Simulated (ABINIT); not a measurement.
ABINIT is run on TiSe (Pnma, 8 atoms in the cell), and the run fails. The aim is a self-consistent single point with DFT, LDA (PW92), plane waves, PAW (JTH v2.0 LDA PAW).

This input was run:

```
# TiSe, JTH v2.0 LDA PAW
acell 3*1.0 Angstrom
rprim
         6.3334060000    0.0000000000    0.0000000000
         0.0000000000    3.4244690000    0.0000000000
         0.0000000000    0.0000000000    6.0981820000
natom 8
ntypat 2
znucl 22 34
typat 1 1 1 1 2 2 2 2
xred
         0.0100000000    0.2500000000    0.8100000000
         0.4900000000    0.7500000000    0.3100000000
         0.5100000000    0.2500000000    0.6900000000
         0.9900000000    0.7500000000    0.1900000000
         0.2200000000    0.2500000000    0.4200000000
         0.2800000000    0.7500000000    0.9200000000
         0.7200000000    0.2500000000    0.0800000000
         0.7800000000    0.7500000000    0.5800000000
ecut 816 eV
pawecutdg 1633 eV
pawxcdev 0
occopt 3
tsmear 0.00367493
nband 46
kptopt 1
ngkpt 3 5 3
nshiftk 1
shiftk 0.5 0.5 0.5
nstep 80
tolvrs 1.0e-10
prtwf 0
prtden 0
prtvol 1
```

Log, with long lists cut:

```
           HAVE_FC_CPUTIME              HAVE_FC_EXIT             HAVE_FC_FLUSH

             HAVE_FC_GAMMA            HAVE_FC_GETENV   HAVE_FC_IEEE_ARITHMETIC

   HAVE_FC_IEEE_EXCEPTIONS          HAVE_FC_INT_QUAD             HAVE_FC_IOMSG

     HAVE_FC_ISO_C_BINDING  HAVE_FC_ISO_FORTRAN_2008        HAVE_FC_LONG_LINES

        HAVE_FC_MOVE_ALLOC  HAVE_FC_ON_THE_FLY_SHAPE           HAVE_FC_PRIVATE

         HAVE_FC_PROTECTED           HAVE_FC_SHIFTLR         HAVE_FC_STREAM_IO

            HAVE_FC_SYSTEM                HAVE_FFTW3          HAVE_FORTRAN2003

                 HAVE_HDF5             HAVE_HDF5_MPI        HAVE_LIBPAW_ABINIT

      HAVE_LIBTETRA_ABINIT                HAVE_LIBXC                  HAVE_MPI

                 HAVE_MPI2         HAVE_MPI2_INPLACE       HAVE_MPI_IALLGATHER

       HAVE_MPI_IALLREDUCE        HAVE_MPI_IALLTOALL       HAVE_MPI_IALLTOALLV

           HAVE_MPI_IBCAST         HAVE_MPI_IGATHERV        HAVE_MPI_INTEGER16

               HAVE_MPI_IO HAVE_MPI_TYPE_CREATE_S...               HAVE_NETCDF

       HAVE_NETCDF_FORTRAN   HAVE_NETCDF_FORTRAN_MPI           HAVE_NETCDF_MPI

             HAVE_OS_LINUX         HAVE_TIMER_ABINIT
 ++++++++++++++++++++++++++++++++++++++++++++++++++++++++++++++++++++++++++++++

 Netcdf library supports MPI-IO
-instrng: 34 lines of input have been read from file run.abi

--- !ERROR
src_file: m_common.F90
src_line: 1843
mpi_rank: 0
message: |
    `pseudos` variable must be specified in input when the code is invoked with the `abinit t01.in` syntax
...

 abinit_abort: decision taken to exit. Check above messages for more info
Abort(13) on node 0 (rank 0 in comm 0): application called MPI_Abort(MPI_COMM_WORLD, 13) - process 0

--- !ERROR
src_file: m_common.F90
src_line: 1843
mpi_rank: 0
message: |
    `pseudos` variable must be specified in input when the code is invoked with the `abinit t01.in` syntax
...
```

Q: From the messages shown, name the fault and mend the input.

A: The fault is no pseudopotentials named. Every species needs a potential file. To fix it, name the files. The program stopped before any SCF iteration.

An input that runs soundly differs in these lines (not the only fix; some lines may just follow from the change or write a value another way):
```diff
+pp_dirpath "./"
+pseudos "Ti.LDA_PW-JTH.xml, Se.LDA_PW-JTH.xml"
```

With that input, the run converged in 15 iterations: free energy E − TS -7455.18 eV; Fermi level (on the code's own zero) 6.30 eV; pressure 0.58 GPa; largest force (vector length) 0.676 eV/Å (DFT, LDA (PW92), plane waves, PAW (JTH v2.0 LDA PAW)).

On the sound input: the starting cell comes from a database of published, mostly measured structures (it also holds non-ambient and calculated ones), without a prior relaxation at this level. Its lattice was rescaled by a random factor within 2.5 % of one. Spin polarisation is off, so a magnetic state, if there is one, cannot be reached. Without a gap this mesh is coarse (it stands for a supercell whose shortest vector is 17 Å).
